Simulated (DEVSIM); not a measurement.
Structure: Schottky contact on p-type Si, at 300 K.

| layer (left to right) | material | thickness (μm) | Na (cm⁻³) | τn (s) | τp (s) |
|---|---|---|---|---|---|
| 1 | Si | 2.80 | 9.6e15 | 3e-5 | 3e-5 |

Left contact: Schottky, work function 4.584 eV, emission velocity 3.4e6 cm/s. Right contact: ohmic. Voltage is applied to the left contact. Recombination: SRH at mid-gap, Auger. Gap narrowing is on: ΔEg = 6.92 meV × (l + √(l² + 0.5)), l = ln(N/1.3e17 cm⁻³), shared equally by both band edges. Mobility is μmin + (μ − μmin)/(1 + (N/Nref)^α).

The device is made up for the run: typed textbook-type constants, with dimensions and the other settings drawn at random. Values at 300 K; Nc and Nv go as T^1.5, mobilities as T to minus their exponent, the gap by Varshni's rule with the affinity fixed.

| parameter | Si |
|---|---|
| gap (eV) | 1.124 |
| affinity (eV) | 4.05 |
| permittivity | 11.7 |
| Nc (cm⁻³) | 2.86e19 |
| Nv (cm⁻³) | 3.1e19 |
| μn (cm²/Vs) | 1417 |
| μp (cm²/Vs) | 470 |
| μn,min | 52 |
| μp,min | 45 |
| Nref,n | 9.7e16 |
| Nref,p | 2.2e17 |
| αn | 0.68 |
| αp | 0.72 |
| T exponent of μn | 2.3 |
| T exponent of μp | 2.2 |
| Cn (cm⁶/s) | 2.8e-31 |
| Cp (cm⁶/s) | 9.9e-32 |
| Varshni α (eV/K) | 0.000473 |
| Varshni β (K) | 636 |

Model (solved in DEVSIM): 1D drift-diffusion, Boltzmann statistics, complete ionisation; no tunnelling, impact ionisation, image-force lowering or self-heating. Metal contacts follow the ideal Schottky-Mott rule: no Fermi-level pinning, no interface dipoles.

Base results: largest field in the device at zero bias (V/cm) 32000; dark forward voltage at 100 A/cm² (V) 0.336; potential step across the device at zero bias (V) 0.381.

Task: What follows from this one change: thickness of layer 1 2.8 → 8.4 μm?

Result: largest field in the device at zero bias little changed (32000 V/cm); dark forward voltage at 100 A/cm² 0.336 → 0.420 V; potential step across the device at zero bias little changed (0.381 V).

Task: What follows from this one change: temperature 300 → 500 K?

Result: largest field in the device at zero bias 32000 → 18000 V/cm; dark forward voltage at 100 A/cm² 0.336 → 0.171 V; potential step across the device at zero bias 0.381 → 0.150 V.

Task: What follows from this one change: constant mobility in place of the doping-dependent one?

Result: largest field in the device at zero bias little changed (32000 V/cm); dark forward voltage at 100 A/cm² 0.336 → 0.332 V; potential step across the device at zero bias little changed (0.381 V).
